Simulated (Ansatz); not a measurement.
**The (332) surface of beta tin in its 1x1 cell, outermost plane spacing 1.06 Å in the ideal cut**

The numbers are results of PBE (plane waves to 420 eV, PAW; Ansatz, an electronic-structure program), not measurements.

Model: 20-atom slab, 9.5 Å thick at the start (thin: gaps and levels are the slab's own), 6x5x1 mesh, Fermi-Dirac 0.1 eV, dipole correction, all atoms relaxed; symmetry of the start imposed; no spin, no spin-orbit, no U.

The work function of the top face comes out as 4.03 eV, the energy released by relaxation comes out as 0.68 eV and the cost is about 60 core-minutes (a rough figure).
